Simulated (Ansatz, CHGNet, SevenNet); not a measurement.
## Lattice constant a of CsSnBr₃ (Pm-3m, No. 221, 5 atoms in the cell; start mp-27214) at several levels of theory

No measured value is used here.

| level (code) | value (Å) |
|---|---|
| CHGNet 0.3.0 | 5.921 |
| SevenNet-0 | 5.895 |
| SevenNet-l3i5 | 5.887 |
| LDA (Ansatz) | 5.665 |
| PBE (Ansatz) | 5.895 |
| PBEsol (Ansatz) | 5.765 |
| PBE-D3(BJ) (Ansatz) | (withheld) |
| HSE06 (Ansatz) | (withheld) |

Q: Complete the blanks.

A: 
- PBE-D3(BJ) (Ansatz, a program for electronic structure), value (Å): 5.816
- HSE06 (Ansatz), value (Å): 5.869

CHGNet 0.3.0, SevenNet-0, SevenNet-l3i5, LDA, PBE, PBE-D3(BJ), HSE06: the relaxation could not lower the start's symmetry, so the cell can be a saddle point above a distorted one. Cutoffs and k meshes differ between the levels. Ansatz's density-functional and Hartree–Fock values are scalar-relativistic unless marked +SOC, with PAW data made under PBE.

Machine-learned potentials (CHGNet 0.3.0, SevenNet-0, SevenNet-l3i5) are trained on DFT data: a solid inside that data is no test of them.

A start named mp-… is a Materials Project structure, which need not be a measured phase.
